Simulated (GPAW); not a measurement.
Input and output of a self-consistent single point for HfGa3 (P1, 4 atoms in the cell) (GPAW).

Computed with PBEsol, GPAW PAW datasets PBEsol (made by gpaw-setup) (plane waves; GPAW).

The change in words: atoms moved at random. Reference geometry:
```
CELL_PARAMETERS angstrom
     -1.92856     1.92856     4.50131
      1.92856    -1.92856     4.50131
      1.92856     1.92856    -4.50131
ATOMIC_POSITIONS crystal
  Hf 0.00000 0.00000 0.00000
  Ga 0.50000 0.50000 0.00000
  Ga 0.75000 0.25000 0.50000
  Ga 0.25000 0.75000 0.50000
```

Reference input (self-consistent single point, DFT PBEsol, plane waves, GPAW PAW datasets PBEsol (made by gpaw-setup)): mode = pw; ecut = 550 eV; xc = PBEsol; kpts = 8 8 8; mesh shift (steps) = 0 0 0; occupations.name = methfessel-paxton; occupations.width = 0.136 eV; occupations.order = 0; nbands = -8; convergence.density = 1e-05 e/electron; convergence.energy = 1e-05 eV/electron; symmetry.symmorphic = false. This run's input differs from it in these lines:

```diff
@@ -8,6 +8,6 @@
                     [1.928555, 1.928555, -4.501305]],
-              positions=[[0.000000, 0.000000, 0.000000],
-                         [0.000000, 0.000000, 4.501305],
-                         [0.000000, 1.928555, 2.250653],
-                         [1.928555, 0.000000, 2.250653]],
+              positions=[[0.041150, -0.012140, 0.038086],
+                         [0.032172, -0.003259, 4.441717],
+                         [-0.073266, 1.950143, 2.256693],
+                         [1.928497, -0.006191, 2.266119]],
               pbc=True)
```

Output (repeated stretches shortened):

```
     iter     time        total  log10-change:
                         energy   eigst   dens
iter:   1 --:--:--   -19.927072
iter:   2 --:--:--   -19.923789   -1.53  -1.08
iter:   3 --:--:--   -19.885699   -1.35  -1.10
iter:   4 --:--:--   -19.871865   -2.85  -1.92
iter:   5 --:--:--   -19.845993   -2.33  -1.98
iter:   6 --:--:--   -19.848928   -3.87  -2.28
iter:   7 --:--:--   -19.847763   -3.91  -2.29
iter:   8 --:--:--   -19.845803   -3.77  -2.57
iter:   9 --:--:--   -19.845491   -4.01  -2.96
iter:  10 --:--:--   -19.845500   -4.55  -3.27
iter:  11 --:--:--   -19.845489c  -6.03  -3.58
iter:  12 --:--:--   -19.845484c  -5.11  -3.64
iter:  13 --:--:--   -19.845481c  -5.37  -3.61
iter:  14 --:--:--   -19.845474c  -6.85  -3.98
iter:  15 --:--:--   -19.845476c  -7.50c -4.16
iter:  16 --:--:--   -19.845475c  -7.66c -4.38
iter:  17 --:--:--   -19.845475c  -7.88c -4.42
iter:  18 --:--:--   -19.845475c  -7.35  -4.50
iter:  19 --:--:--   -19.845475c  -7.75c -4.54
iter:  20 --:--:--   -19.845475c  -8.30c -4.74
iter:  21 --:--:--   -19.845475c  -9.85c -4.82
iter:  22 --:--:--   -19.845475c  -8.58c -4.86
iter:  23 --:--:--   -19.845475c  -9.37c -4.99
iter:  24 --:--:--   -19.845475c  -8.25c -5.02c
Converged after 24 iterations.

Dipole moment: (-1.213062, 0.257096, -0.626327) |e|*Ang

Energy contributions relative to reference atoms: (reference = -568295.681498)

Kinetic:        +47.875232
Potential:      -38.255324
External:        +0.000000
XC:             -28.984902
Entropy (-ST):   -0.011088
Local:           -0.474936
SIC:             +0.000000
--------------------------
Free energy:    -19.851019
Extrapolated:   -19.845475

Showing only first 2 kpts
 Kpt  Band  Eigenvalues  Occupancy
  0     8      7.22201    2.00000
  0     9      7.24250    2.00000
  0    10      8.66123    1.02287
  0    11     10.78753    0.00000

  1     8      6.78878    2.00000
  1     9      7.36976    2.00000
  1    10      8.30171    1.99983
  1    11     10.68353    0.00000

Fermi level: 8.66399

No gap
No difference between direct/indirect transitions
Energy (eV): -19.845475

Forces in eV/Ang:
  0 Hf   -0.23353    0.12634   -0.03794
  1 Ga    0.03560   -0.06270    0.07276
  2 Ga    0.35658   -0.14883   -0.00499
  3 Ga   -0.15866    0.08520   -0.02987

Stress tensor:
    -0.001590     0.000734    -0.001466
     0.000734    -0.001766    -0.000537
    -0.001466    -0.000537     0.005855
Stress (GPa, Voigt): [-0.2547 -0.283   0.938  -0.0861 -0.2349  0.1177]
```

The run converged in 24 iterations. GPAW prints stress with tension positive. Against the reference run the free energy rises by 5.9 meV/atom, the pressure goes from -0.38 to -0.13 GPa and the largest force goes from 0.000 to 0.386 eV/Å.

The starting cell comes from a database of computed structures (which also holds hypothetical and non-ambient phases and stackings), without a prior relaxation at this level. For this run, on top of that: atoms moved at random.

Cost on one core of a shared machine: roughly 6 min.
